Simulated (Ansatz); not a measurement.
System: CsSnI3 (P4/mbm, No. 127, 10 atoms in the cell; start mp-616378; high-temperature phase). Method: r²SCAN-D4 (Ansatz, a quantum-chemistry and plane-wave program, PAW).

Run with plane-wave cutoff 500 eV, 6×6×6 k mesh, gaussian smearing 0.02 eV, scalar-relativistic PAW data made under PBE.

Cell (relaxed at this level):

```xyz
10
Lattice="8.6179 0.0000 0.0000 0.0000 8.6179 0.0000 0.0000 0.0000 6.2903" Properties=species:S:1:pos:R:3 pbc="T T T"
Cs     0.0000     4.3090     0.0000
Cs     4.3090     0.0000     0.0000
Sn     4.3090     4.3090     3.1451
Sn     0.0000     0.0000     3.1451
I      6.9299     5.9970     3.1451
I      1.6881     2.6209     3.1451
I      2.6209     6.9299     3.1451
I      5.9970     1.6881     3.1451
I      4.3090     4.3090     0.0000
I      0.0000     0.0000     0.0000
```

**Question.** Give the computed band gap.

**Answer.** 
* **band gap**: 0.56 eV (on the SCF k mesh)

Note: the relaxation could not lower the start's symmetry, so the cell can be a saddle point above a distorted one.

Spin–orbit coupling is not included; with these elements it can move the gap by several tenths of an eV or more.

The computed numbers hold no vibrational or temperature effects.

The result took very roughly 22 core-minutes.

A start named mp-… is a Materials Project structure, which need not be a measured phase.
